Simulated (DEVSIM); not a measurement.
Device: Co/AlN/n-Ge capacitor, at 300 K.

| layer (left to right) | material | thickness (nm) | Nd (cm⁻³) |
|---|---|---|---|
| 1 | AlN | 18.0 | - |
| 2 | Ge | 1000 | 3.4e17 |

Metal gate on the left, work function 5 eV. Fixed charge at the semiconductor interface 0 cm⁻² (in units of +e); no interface traps.

The device is made up for the run: typed textbook-type constants, with dimensions and the other settings drawn at random. Values at 300 K.

```csv
parameter,AlN,Ge
gap (eV),6.1,0.664
affinity (eV),1.9,4
permittivity,8.5,16
Nc (cm⁻³),-,1.04e19
Nv (cm⁻³),-,6e18
```

Simulated with DEVSIM: 1D Poisson equation in equilibrium, Boltzmann statistics, complete ionisation; no quantum confinement or tunnelling. Metal contacts follow the ideal Schottky-Mott rule: no Fermi-level pinning, no interface dipoles.

The interface trap density was swept, all else fixed.

```csv
interface trap density (cm^-2 eV^-1),threshold voltage (band bending 2φF) (V),flat-band voltage (V),minimum of the low-frequency capacitance (μF/cm²)
0,-0.25,0.91,0.183
1e10,-0.26,0.91,0.184
1e11,-0.27,0.92,0.188
3e11,-0.30,0.92,0.198
1e12,-0.40,0.95,0.225
2e12,-0.55,1.00,0.254
```

From the first row to the last the threshold voltage (band bending 2φF) goes from -0.25 to -0.55. From the first row to the last the flat-band voltage goes from 0.91 to 1.00.
